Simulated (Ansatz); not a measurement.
The starting structures come from a database of crystals and need not be the phases stable at ambient conditions.

By PBEsol, the system below comes out a metal.

Without scattering a metal conducts by its projected Fermi surface.

Data:

```xyz
6
Lattice="2.9068 0.0000 0.0000 -1.4534 2.5173 0.0000 0.0000 0.0000 7.4729" Properties=species:S:1:pos:R:3 pbc="T T T"
Re     1.4534     0.8391     5.6047
Re     0.0000     1.6782     1.8682
B      1.4534     0.8391     3.3792
B      0.0000     1.6782     4.0937
B      0.0000     1.6782     7.1157
B      1.4534     0.8391     0.3572
```

The cell is taken as given; by PBEsol it stands under a pressure of -4.6 GPa.

The current flows along the normal of the first two printed cell vectors, the (001) plane of the conventional cell. No spin-orbit coupling; the value is a mean over 0.1 eV about the Fermi level.

Q: Estimate the ballistic conductance per area that PBEsol in Ansatz (an electronic-structure program) returns for this system.

A: 0.89 × 10¹⁵ S/m² for both spins.
